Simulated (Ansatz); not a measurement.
The parent structure is ZnGeP$_{2}$ in the chalcopyrite structure (space group I-42d, No. 122; a = 5.3740 Å, c = 10.6255 Å).

Method: DFT with LDA, PAW potentials and a 420 eV plane-wave cutoff in Ansatz (an electronic-structure program), spin-orbit coupling left out.

Strains are applied to the cell and any free atomic positions relax.

One change was made to it. Results:

The pressure (mean of the normal stresses, compression positive) shrinks by 3.58 GPa to -3.59 GPa; the energy grows by 10 meV/atom.

Task: Which of these changes matches the shifts?
(A) isotropic strain +1.50 %
(B) isotropic strain +2.25 %
(C) isotropic strain +0.75 %

Result: A, isotropic strain +1.50 %. For comparison, the energy relative to the base in the other runs: isotropic strain +0.75 % gives +2.6 meV/atom; isotropic strain +2.25 % gives +22 meV/atom.

No phonon test of stability was made.
